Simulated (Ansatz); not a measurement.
Levels about the gap of amorphous La24O36 (60 atoms in a cell of 1074 Å³, 6.05 g/cm³; zone centre alone, so wide bands show as single levels with stretches between that a denser mesh fills), at the geometry that PBE relaxed, where it gives -0.3 GPa on a denser mesh. The participation number counts the atoms over which a state spreads; weights are charges in smoothed Voronoi cells. The levels come from a single point, so bond lengths are those of that geometry. Method of the levels: r2SCAN, scalar-relativistic without spin-orbit coupling (Ansatz, a program for electronic structure). Sampling: the zone centre alone; Fermi-Dirac width 0.02 eV; no spin polarisation. At PBE the levels at the filled edge of the gap are localised (band-tail or defect states).

A CHGNet melt-quench gave the starting glass, which DFT then relaxed. O atoms were pushed apart under 1.9 Å during the dynamics, to hinder bonds among them. The hot cell started wider than the set density and was brought back towards it in steps. It is the lowest in DFT energy of 2 quenches. It is a model cell: composition and starting density were chosen by hand, and all elements were melted together. No dispersion term was used. Its density started from a set value of 5.76 and ended at 6.05 g/cm³. Cooling (nominally 430 K/ps over its main leg) ran many orders faster than in experiment, which tends to leave more defects and strain. Values belong to this one cell and scatter from quench to quench. Volume and shape were free in the relaxation. Cycles of charging lowered its energy after that relaxation.

```csv
"E - E(highest filled), eV",filling,participation number,largest on,weight O,weight La
-0.19,filled,20.4,"O, 4 neighbours",0.90,0.10
-0.17,filled,22.7,"O, 4 neighbours",0.90,0.10
-0.14,filled,19.7,"O, 4 neighbours",0.90,0.10
-0.11,filled,18.1,"O, 5 neighbours",0.90,0.10
-0.10,filled,19.5,"O, 5 neighbours",0.90,0.10
-0.04,filled,9.4,"O, 4 neighbours",0.89,0.11
0.00,filled,10.7,"O, 5 neighbours",0.89,0.11
3.68,empty,45.9,"La, 6 neighbours",0.52,0.48
4.08,empty,31.9,"La, 7 neighbours",0.43,0.57
4.19,empty,40.4,"La, 6 neighbours",0.42,0.58
4.23,empty,30.9,"La, 6 neighbours",0.41,0.59
4.34,empty,40.4,"La, 6 neighbours",0.41,0.59
4.43,empty,37.1,"La, 7 neighbours",0.39,0.61
4.53,empty,36.1,"La, 8 neighbours",0.38,0.62
```

Most localised among these is the filled level at -0.04 eV, on a O atom, which has 4 neighbours (La 2.26 Å, La 2.43 Å, La 2.59 Å, La 2.78 Å).
